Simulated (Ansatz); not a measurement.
The starting structures come from a database of crystals and need not be the phases stable at ambient conditions.

 Where the default PAW files enter, the runs use the earlier of Ansatz's two default sets.

By LDA and PBEsol, the system below comes out a metal.

Input:

```xyz
3
Lattice="3.0862 0.0000 0.0000 0.0000 4.9623 0.0000 0.0000 -2.4812 4.2975" Properties=species:S:1:pos:R:3 pbc="T T T"
Hf     1.5431     0.0000     2.8650
Hf     1.5431     2.4812     1.4325
Hf     0.0000     0.0000     0.0000
```

Space group of this cell: P6/mmm. The cell is taken as given; by PBEsol its mean pressure is -2.8 GPa.

The current runs along the normal of the first two printed vectors, the (100) plane. All runs by Ansatz (a quantum-chemistry and plane-wave program), plane waves and PAW, without spin-orbit coupling; the base is PBEsol.

```json
[
 {"run": "base", "mean pressure (GPa)": "-2.8", "G/A, both spins (10¹⁵ S/m²)": "0.58"},
 {"run": "all lengths scaled by 1.02", "mean pressure (GPa)": "-8.4", "G/A, both spins (10¹⁵ S/m²)": "___"},
 {"run": "lda in place of pbesol", "mean pressure (GPa)": "-6.8", "G/A, both spins (10¹⁵ S/m²)": "0.60"},
 {"run": "lengths across the current scaled by 1.02, ions clamped", "mean pressure (GPa)": "-6.6", "G/A, both spins (10¹⁵ S/m²)": "0.60"},
 {"run": "lengths along the current scaled by 0.97, ions clamped", "mean pressure (GPa)": "0.6", "G/A, both spins (10¹⁵ S/m²)": "___"},
 {"run": "lengths along the current scaled by 1.03, ions clamped", "mean pressure (GPa)": "-5.7", "G/A, both spins (10¹⁵ S/m²)": "___"}
]
```

Problem. Fill in the missing entries.

Solution. 
- all lengths scaled by 1.02, G/A, both spins (10¹⁵ S/m²): 0.56
- lengths along the current scaled by 0.97, ions clamped, G/A, both spins (10¹⁵ S/m²): 0.62
- lengths along the current scaled by 1.03, ions clamped, G/A, both spins (10¹⁵ S/m²): 0.50
